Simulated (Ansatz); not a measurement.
TbRh2 (Fd-3m, No. 227), treated with PBEsol (Ansatz, an electronic-structure program, plane waves, PAW).

Settings: plane-wave cutoff 500 eV, 14×14×14 k mesh, Fermi–Dirac smearing 0.1 eV, spin-polarised start, scalar-relativistic PAW data made under PBE.

Computed at the level's own relaxed cell.

**Question.** Give the computed equilibrium volume per atom and lattice parameter a.

**Answer.** 
- equilibrium volume per atom = 17.07 Å³/atom
- lattice parameter a = 7.427 Å

The run finds no gap.

Note: the magnetic order was assumed, not searched for or taken from measurement; the 4f shell is treated without U or exact exchange, so its levels and filling can be wrong.

Spin–orbit coupling is not included.

Computed values are for the static lattice.

It cost about 8 core-minutes (a rough figure) of CPU time.
